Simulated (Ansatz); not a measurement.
# Cu: pressure −2 GPa

Base system: Cu in the fcc (Cu type) structure (space group Fm-3m, No. 225; a = 3.5638 Å).

The change: hydrostatic tension (pressure −2 GPa).

All numbers come from DFT with PBEsol, PAW potentials and a 420 eV plane-wave cutoff in Ansatz (a program for electronic structure), no spin-orbit coupling. Settings: 22×22×22 k-points, 0.05 eV Fermi–Dirac smearing.

Lattice parameter a: 357.8 pm (base 356.4 pm)
Enthalpy H = E + PV relative to the base's energy: -0.14 eV/atom
Band gap: zero (base zero)

Final structure:

```
Cu
1.0
    0.00000     1.78917     1.78917
    1.78917     0.00000     1.78917
    1.78917     1.78917     0.00000
Cu
1
Direct
  0.00000   0.00000   0.00000
```

Load acts through the strain it causes; cell and atoms are relaxed under it. No phonon test of stability was made. All final runs are without spin polarisation.
